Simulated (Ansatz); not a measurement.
```yaml
crystal:
  lattice:
    - [0.00000, 3.16943, 3.16943]
    - [3.16943, 0.00000, 3.16943]
    - [3.16943, 3.16943, 0.00000]
  atoms:
    - { symbol: Na, position: [0.25000, 0.25000, 0.25000] }
    - { symbol: Na, position: [0.75000, 0.75000, 0.75000] }
    - { symbol: S, position: [0.00000, 0.00000, 0.00000] }
```

No spin polarisation.

All numbers come from PBEsol, PAW, 420 eV (Ansatz, a quantum-chemistry and plane-wave program; no spin-orbit coupling). k-mesh 9×9×9 (Γ-centred); smearing 0.05 eV (Fermi–Dirac).

Problem. What band gap does the calculation give?

Solution. 2.68 eV.

Problem. Predict the electron mass.

Solution. 0.28 mₑ (at Γ).

Problem. Estimate the space group.

Solution. Fm-3m (No. 225).

Problem. What is the computed gap character?

Solution. Direct at Γ.

The cells carry an imposed strain or load. Masses are band curvatures over ±0.01 Å⁻¹ around the edge. Whether these cells are dynamically stable was not tested. The cell was made from Na$_{2}$S in the anti-fluorite structure (space group Fm-3m, No. 225) by this change: isotropic strain −2.50 %.
